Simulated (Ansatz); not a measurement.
Start from Cs in the bcc (W type) structure (space group Im-3m, No. 229; relaxed with 0.1 eV smearing).

```cif
data_Cs2
_chemical_formula_sum 'Cs2'
_space_group_name_H-M_alt 'Im-3m'
_space_group_IT_number 229
_space_group_name_Hall '-I 4 2 3'
_cell_length_a 6.16123
_cell_length_b 6.16123
_cell_length_c 6.16123
_cell_angle_alpha 90.000
_cell_angle_beta 90.000
_cell_angle_gamma 90.000
loop_
_atom_site_label
_atom_site_type_symbol
_atom_site_symmetry_multiplicity
_atom_site_Wyckoff_symbol
_atom_site_fract_x
_atom_site_fract_y
_atom_site_fract_z
_atom_site_occupancy
Cs1 Cs 2 a 0.00000 0.00000 0.00000 1
```
(The calculation used a cell of 1 atom; values per cell refer to that cell.)

Computed with Kohn–Sham DFT with the PBE functional, run in Ansatz (a quantum-chemistry and plane-wave program) with PAW and 420 eV plane waves, no spin-orbit coupling.

Strains are applied to the cell and any free atomic positions relax.

One change was made to it. Results:

| quantity | base | after |
|---|---|---|
| energy relative to the base (free energy F) | 0 meV/atom | +0.7 meV/atom |
| pressure | 0.0 GPa | -0.1 GPa |

### Question
Name the change that was made.
A) isotropic strain −3.00 %
B) isotropic strain +2.50 %
C) isotropic strain −2.50 %
D) isotropic strain +1.00 %

### Answer
D, isotropic strain +1.00 %. For comparison, the energy relative to the base in the other runs: isotropic strain −2.50 % gives +4.1 meV/atom; isotropic strain +2.50 % gives +3.8 meV/atom; isotropic strain −3.00 % gives +6.0 meV/atom.

No phonon test of stability was made. All final runs are without spin polarisation.
